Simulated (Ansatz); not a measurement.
Cell of (MgSe)6/(CdSe)6 zinc blende (001) superlattice on InP (MgSe and CdSe held in this type, which need not be the stable form), with its geometry taken from a PBE run:

```yaml
crystal:
  lattice:
    - [4.21475, 0.00000, 0.00000]
    - [0.00000, 4.21475, 0.00000]
    - [0.00000, 0.00000, 37.63966]
  atoms:
    - { symbol: Mg, position: [0.00000, 0.00000, 0.00167] }
    - { symbol: Se, position: [0.50000, 0.00000, 0.04183] }
    - { symbol: Mg, position: [0.50000, 0.50000, 0.08198] }
    - { symbol: Se, position: [0.00000, 0.50000, 0.12210] }
    - { symbol: Mg, position: [0.00000, 0.00000, 0.16222] }
    - { symbol: Se, position: [0.50000, 0.00000, 0.20234] }
    - { symbol: Mg, position: [0.50000, 0.50000, 0.24246] }
    - { symbol: Se, position: [0.00000, 0.50000, 0.28258] }
    - { symbol: Mg, position: [0.00000, 0.00000, 0.32271] }
    - { symbol: Se, position: [0.50000, 0.00000, 0.36285] }
    - { symbol: Mg, position: [0.50000, 0.50000, 0.40301] }
    - { symbol: Se, position: [0.00000, 0.50000, 0.44283] }
    - { symbol: Cd, position: [0.00000, 0.00000, 0.48619] }
    - { symbol: Se, position: [0.50000, 0.00000, 0.52939] }
    - { symbol: Cd, position: [0.50000, 0.50000, 0.57261] }
    - { symbol: Se, position: [0.00000, 0.50000, 0.61585] }
    - { symbol: Cd, position: [0.00000, 0.00000, 0.65910] }
    - { symbol: Se, position: [0.50000, 0.00000, 0.70234] }
    - { symbol: Cd, position: [0.50000, 0.50000, 0.74559] }
    - { symbol: Se, position: [0.00000, 0.50000, 0.78884] }
    - { symbol: Cd, position: [0.00000, 0.00000, 0.83207] }
    - { symbol: Se, position: [0.50000, 0.00000, 0.87529] }
    - { symbol: Cd, position: [0.50000, 0.50000, 0.91849] }
    - { symbol: Se, position: [0.00000, 0.50000, 0.96186] }
```

Level of theory: r2SCAN (plane waves to 500 eV, PAW; Ansatz, a quantum-chemistry and plane-wave program). Spin–orbit coupling is left out. Its k-point mesh 6×6×1, Fermi–Dirac width 0.01 eV.

Give the plane-averaged electrostatic potential energy of an electron along the normal (the smooth PAW potential), about its mean over the cell.


```
z (Å)   V (eV)
------  ------
0.000    -2.45
0.392    -1.01
0.784     0.52
1.307     0.36
1.699     0.43
2.091     0.24
2.483     0.50
3.006    -2.40
3.398    -1.13
3.790     0.53
4.182     0.27
4.574     0.44
5.097     0.24
5.489     0.51
5.881    -1.74
6.273    -2.07
6.796     0.54
7.188     0.26
7.580     0.44
7.972     0.30
8.364     0.46
8.887    -1.65
9.279    -2.14
9.671     0.34
10.063    0.25
10.586    0.44
10.978    0.31
11.370    0.44
11.762   -0.60
12.285   -2.20
12.677    0.29
13.069    0.27
13.461    0.40
13.853    0.40
14.376    0.43
14.768   -0.48
15.160   -2.51
15.552   -0.64
16.075    0.26
16.467    0.49
16.859    0.63
17.252    0.55
17.644    0.46
18.166   -0.93
18.558   -0.67
18.951    0.43
19.343    0.57
19.865    0.78
20.257    0.69
20.650    0.54
21.042    0.09
21.434   -0.95
21.956   -0.25
22.349    0.55
22.741    0.64
23.133    0.79
23.655    0.62
24.048    0.54
24.440   -0.35
24.832   -1.03
25.224   -0.21
25.747    0.55
26.139    0.71
26.531    0.78
26.923    0.62
27.446    0.38
27.838   -0.75
28.230   -0.87
28.622    0.23
29.145    0.59
29.537    0.77
29.929    0.74
30.321    0.56
30.713    0.35
31.236   -1.00
31.628   -0.53
32.020    0.50
32.412    0.59
32.935    0.78
33.327    0.66
33.719    0.53
34.111   -0.07
34.503   -1.01
35.026   -0.08
35.418    0.56
35.810    0.59
36.202    0.60
36.725    0.25
37.117    0.40
37.509   -1.94
```
